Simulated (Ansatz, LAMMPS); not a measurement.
**Ge well of 8 atomic layers along [001] in random Si0.3Ge0.7, interfaces one step of a layer**

Cell 17.02 × 17.02 × 45.69 Å, Si130Ge446, 576 atoms. Prepared with LAMMPS with Tersoff's 1989 multicomponent potential (SiCGe.tersoff): minimisation. 

Calculation: PBE, support functions at accuracy medium on the grid of 370 eV (norm-conserving potentials; Ansatz, a program for electronic structure).

Basis: localised support functions (accuracy medium) on a full density matrix. k-points: zone centre alone; occupations: Fermi-Dirac, 0.010 eV; spin polarisation not allowed. Scalar-relativistic, no spin-orbit coupling.

The Kohn-Sham gap of the cell on its k-mesh is 0.29 eV, the weight of the highest filled level on the well is 0.53 and the weight of the lowest empty level on the well is 0.30. The coordination (neighbours within 2.923 Å) comes out as 100.0 % 4-fold, the Ge-Ge bonds, mean ± spread is 2.483 ± 0.007 Å and the Ge-Si bonds, mean ± spread comes out as 2.437 ± 0.008 Å. The Si-Si bonds, mean ± spread comes out as 2.390 ± 0.008 Å. The bond angles, mean ± spread comes out as 109.5° ± 1.1° and the pressure comes out as 0.01 GPa. The cost of the final run comes out as around 30 core-minutes (rough), 21 SCF iterations, 12 GiB.
